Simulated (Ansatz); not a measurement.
Take PbSe in the rock salt structure (space group Fm-3m, No. 225; a = 6.1016 Å) as the base. Axes: x, y, z lie along the cube axes.

Calculations: PBEsol (Ansatz, a program for electronic structure, PAW, no spin-orbit coupling).

Strains are applied to the cell and any free atomic positions relax; under biaxial strain the out-of-plane vector relaxes too.

One change was made to it. Results:

The band gap changes from 0.17 eV to zero; the pressure (mean of the normal stresses, compression positive) goes from zero to 1.3 GPa; the volume per atom falls by 0.666 Å³ to 27.73 Å³; the energy increases by 8.4 meV/atom.

Which change produced these results?
(A) biaxial strain −0.42 %, plane normal [111], relaxed out of plane
(B) biaxial strain +2.08 %, plane normal [111], relaxed out of plane
(C) biaxial strain −2.50 %, plane normal [111], relaxed out of plane
(D) biaxial strain −2.08 %, plane normal [111], relaxed out of plane

C, biaxial strain −2.50 %, plane normal [111], relaxed out of plane. For comparison, the energy relative to the base in the other runs: biaxial strain −2.08 %, plane normal [111], relaxed out of plane gives +5.8 meV/atom; biaxial strain +2.08 %, plane normal [111], relaxed out of plane gives +5.4 meV/atom; biaxial strain −0.42 %, plane normal [111], relaxed out of plane gives +0.2 meV/atom.

The mesh was chosen for an insulator and is coarse for the gapless case. With Pb present, leaving out spin-orbit coupling can change the band edges. Whether these cells are dynamically stable was not tested. The final runs are not spin-polarised. A zero or small gap of PbSe can be the functional's error rather than a property of the material.
